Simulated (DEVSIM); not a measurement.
Device: W/AlN/SiO2/n-Si capacitor, at 300 K.

Layer 1 from the left is AlN, thickness (nm) 2.50. Layer 2 from the left is SiO2, thickness (nm) 0.920. Layer 3 from the left is Si, thickness (nm) 3600, Nd (cm⁻³) 2.6e16.

Metal gate on the left, work function 4.6 eV. Fixed charge at the semiconductor interface 0 cm⁻² (in units of +e); no interface traps.

Constants are typed, rounded textbook-type inputs, not results; the design itself was drawn at random and stands for no fabricated device. Values at 300 K.

AlN: gap (eV) 6.1, affinity (eV) 1.9, permittivity 8.5. SiO2: gap (eV) 9, affinity (eV) 0.9, permittivity 3.9. Si: gap (eV) 1.124, affinity (eV) 4.05, permittivity 11.7, Nc (cm⁻³) 2.86e19, Nv (cm⁻³) 3.1e19.

Simulated with DEVSIM: 1D Poisson equation in equilibrium, Boltzmann statistics, complete ionisation; no quantum confinement or tunnelling. Metal contacts follow the ideal Schottky-Mott rule: no Fermi-level pinning, no interface dipoles.

### Question
What does the simulation give for the flat-band voltage, the minimum of the low-frequency capacitance?

### Answer
flat-band voltage 0.37 V; minimum of the low-frequency capacitance 0.0582 μF/cm².
